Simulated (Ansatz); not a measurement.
Take TiO2 in the rutile structure (space group P4_2/mnm, No. 136; a = 4.591 Å, c = 2.939 Å) as the base. Axes: x, y, z lie along a, b, c of the conventional cell.

The values are results of PBEsol, PAW, 420 eV (Ansatz, a first-principles code; no spin-orbit coupling), not measurements.

Base values:

The smallest direct gap is 1.87 eV and the electron mass comes out as 0.54 mₑ along c, 1.1 mₑ across (at Γ). The volume per atom comes out as 10.33 Å³.

It is then changed as follows: biaxial strain +3.00 %, plane normal [001], relaxed out of plane (Cartesian); in-plane vectors clamped, the third vector and the atoms free.

Question: Predict the new smallest direct gap, electron mass and volume per atom.

Answer: The smallest direct gap goes up by 0.09 eV to 1.96 eV; the electron mass changes from 0.54 mₑ along c, 1.1 mₑ across (at Γ) to 0.54 mₑ out of plane, 1.1 mₑ in plane (at Γ); the volume per atom rises by 0.445 Å³, from 10.33 Å³ to 10.77 Å³.

Masses are band curvatures over ±0.01 Å⁻¹ around the edge. No phonon test of stability was made. All final runs are without spin polarisation.
